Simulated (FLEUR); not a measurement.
A self-consistent single point of SrNiF6 (R-3m, 8 atoms in the cell) with FLEUR.

Level of theory: PBEsol, all-electron FLAPW (FLEUR), scalar-relativistic valence.

The change in words: lattice scaled by 0.98. Reference geometry:
```
SrNiF6
1.0
    3.63099     2.09635     2.25259
   -3.63099     2.09635     2.25259
    0.00000    -4.19270     2.25259
Sr Ni F
1 1 6
Direct
  0.50000   0.50000   0.50000
  0.00000   0.00000   0.00000
  0.72210   0.72210   0.06795
  0.27790   0.27790   0.93205
  0.06795   0.72210   0.72210
  0.93205   0.27790   0.27790
  0.72210   0.06795   0.72210
  0.27790   0.93205   0.27790
```

Reference input (self-consistent single point, DFT, PBEsol, all-electron FLAPW (FLEUR), scalar-relativistic valence): Kmax = 4.7 1/bohr; GmaxXC = 16.4 1/bohr; xcFunctional = PBEs; jspins = 1; l_soc = F; mode = hist; fermiSmearingEnergy = 0.0001 Htr; mesh (inpgen div1-3) = 5 5 5; inpgen gamma flag = false; Gmax = 16.4 1/bohr; numbands = 0; maxIterBroyd = 40. This run's input differs from it in these lines:

```diff
@@ -3,5 +3,5 @@
 &input film=f /
-6.8615710108 3.9615295982 4.2567746447
--6.8615710108 3.9615295982 4.2567746447
--0.0000000000 -7.9230600123 4.2567738854
+6.7243393886 3.8822988842 4.1716387034
+-6.7243393886 3.8822988842 4.1716387034
+-0.0000000000 -7.7645985842 4.1716379440
 1.0
@@ -50,5 +50,5 @@
          <bravaisMatrix>
-            <row-1>    6.8615710107999996     3.9615295981999998     4.2567746447000001</row-1>
-            <row-2>   -6.8615710107999996     3.9615295981999998     4.2567746447000001</row-2>
-            <row-3>    0.0000000000000000    -7.9230600122999997     4.2567738854000003</row-3>
+            <row-1>    6.7243393885999998     3.8822988841999999     4.1716387034000002</row-1>
+            <row-2>   -6.7243393885999998     3.8822988841999999     4.1716387034000002</row-2>
+            <row-3>    0.0000000000000000    -7.7645985841999998     4.1716379440000004</row-3>
          </bravaisMatrix>
```

Output, abridged:

```
 Iteration:     1   Distance:      34.97846865 me/bohr^3
 Iteration:     2   Distance:      29.85506778 me/bohr^3
 Iteration:     3   Distance:      19.87447196 me/bohr^3
 Iteration:     4   Distance:      36.36602843 me/bohr^3
 Iteration:     5   Distance:      11.72576763 me/bohr^3
   [... 11 lines left out ...]
 Iteration:    17   Distance:       0.00004794 me/bohr^3
 Iteration:    18   Distance:       0.00002020 me/bohr^3
 Iteration:    19   Distance:       0.00001430 me/bohr^3
 Iteration:    20   Distance:       0.00000227 me/bohr^3
 Reset of history
 Run finished successfully
 Stop message:
   Structural relaxation: new displacements generated

[file out, last iteration]
             iter=     21
[...]
          total density-effective poten   -8.4101257117E+03
          total charge density-energy d   -2.2584744624E+02
 Updated energy parameters for spin:           1
[...]
 fermi energy and band-weighting factors:

[...]
FERMIE:
          first approx. to ef    (T=0)  :   0.473414 htr   (energy of the highest occ. eigenvalue)
          number of occ. states  (T=0)  :        646
          first approx. to seigv (T=0)  :  -0.490321 htr
          sum of weights of occ. states :  34.000000
          sum of semicore charge        :   0.000000 e
FERHIS:  Fermi-Energy by histogram:
          bandgap                     :   0.047148 htr
   [... lines left out ...]
          charge neutrality (T=0)     :   0.000000    (zero if the highest occ. eigenvalue is "entirely" occupied)
 Direct bandgap for spin            1 :    5.0266245006006960E-002  Htr
 ---->    free energy=                     -5294.9444531083 htr
   [... lines left out ...]
 TOTAL FORCE FOR ATOM TYPE=  1  X=  0.000   Y=  0.000   Z=  6.257
                       FX_TOT= 0.000000 FY_TOT= 0.000000 FZ_TOT= 0.000000
 TOTAL FORCE FOR ATOM TYPE=  2  X=  0.000   Y=  0.000   Z=  0.000
                       FX_TOT= 0.000000 FY_TOT= 0.000000 FZ_TOT= 0.000000
 TOTAL FORCE FOR ATOM TYPE=  3  X=  0.000   Y= -2.685   Z= -2.035
                       FX_TOT= 0.000000 FY_TOT= 0.003922 FZ_TOT= 0.000471
```

The run converged in 20 iterations. FLEUR gives forces in its relaxation mode, with a further iteration, so its stop message speaks of a relaxation. Against the reference run the free energy goes down by 24.0 meV/atom, the largest force goes from 0.796 to 0.203 eV/Å and the gap on the mesh goes from 1.161 to 1.283 eV.

The starting cell comes from a database of computed structures (which also holds hypothetical and non-ambient phases and stackings), without a prior relaxation at this level. Its lattice was rescaled by a random factor within 2.5 % of one. For this run, on top of that: lattice scaled by 0.98. Values depend on the basis (sphere radii, cutoffs, local orbitals), which need not be converged.

Cost on one core of a shared machine: roughly 7 min.
